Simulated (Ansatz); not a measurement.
# Quick settings and what they miss: KI (Fm-3m, 2 atoms in the cell)

Self-consistent single point.

```xyz
2
Lattice="0.0000 3.4950 3.4950 3.4950 0.0000 3.4950 3.4950 3.4950 0.0000" Properties=species:S:1:pos:R:3 pbc="T T T"
K      0.0000     0.0000     0.0000
I      3.4950     3.4950     3.4950
```

Method of the run: PBE (plane waves, PAW; Ansatz, a program for electronic structure).

Base settings: basis.ecutwfc = 420 eV; kpoints.mp_grid.grid = 8 8 8; hamiltonian.xc = pbe; hamiltonian.pseudopotentials = {kind: paw} (the program's default PAW files); scf.occupations.method = fixed.

Tight run (finer mesh or higher cutoff; not a proven limit): basis.ecutwfc: 420 eV → 590 eV; kpoints.mp_grid.grid: 8 8 8 → 11 11 11; scf.convergence.dr2_threshold: default (1e-07 eV) → 1e-09 eV. It gave top of the valence band (on the code's own zero) 2.53 eV; gap on the k-point mesh 4.04 eV; pressure 1.05 GPa.

Quick runs, as changes from the base:
- A: the base itself
- B: kpoints.mp_grid.grid: 8 8 8 → 4 4 4; hamiltonian.xc: pbe → lda [LDA (PW92)]
- C: basis.ecutwfc: 420 eV → 210 eV; kpoints.mp_grid.grid: 8 8 8 → 4 4 4
- D: basis.ecutwfc: 420 eV → 210 eV; kpoints.mp_grid.grid: 8 8 8 → 2 2 2; hamiltonian.xc: pbe → lda; scf.occupations.method: fixed → gaussian; scf.occupations.width: default → 0.5 eV [LDA (PW92)]
- E: basis.ecutwfc: 420 eV → 335 eV; kpoints.mp_grid.grid: 8 8 8 → 6 6 6
- F: kpoints.mp_grid.grid: 8 8 8 → 2 2 2; hamiltonian.xc: pbe → b3lyp [B3LYP]
- G: kpoints.mp_grid.grid: 8 8 8 → 3 3 3; hamiltonian.xc: pbe → hse06 [HSE06]

Dashes: energy of B, D, F, G, another energy zero; count of F, G, another kind of functional, whose work the count does not hold.

Gaps are read on each run's own mesh, which may miss the band edges.

† marks runs with another functional, U, potentials or spin treatment: their distance from the tight run is not a convergence error alone.

The count of work is k-points × plane waves × bands × iterations; it is no time. 

Pressures in the table are Ansatz's without its Pulay estimate, at a fixed set of plane waves; the tight run's value above holds the estimate.

The starting cell comes from a database of computed structures (which also holds hypothetical and non-ambient phases and stackings), without a prior relaxation at this level. Its lattice was rescaled by a random factor within 2.5 % of one. Spin-orbit coupling is off.

```
run  energy less tight (meV/atom)  pressure less tight (GPa)  gap on the mesh less tight (eV)  count of work / tight
---  ----------------------------  -------------------------  -------------------------------  ---------------------
A                             0.5                      -0.01                            0.000                   0.24
B†                              –                      -2.05                           -0.364                  0.066
C                          3146.4                     -71.42                           -0.024                  0.024
D†                              –                     -75.99                           -0.444                 0.0090
E                             5.2                      -0.27                            0.000                  0.097
F†                              –                       1.07                            1.378                      –
G†                              –                      -0.15                            1.010                      –
```

Among the runs at the tight run's level, the energy misses run from 0.5 to 3146.4 meV/atom.

Left out of this page: 1 run of the series unsound by tests on forces, stress, charge or solver warnings.

Keys are those of Ansatz 0.2.
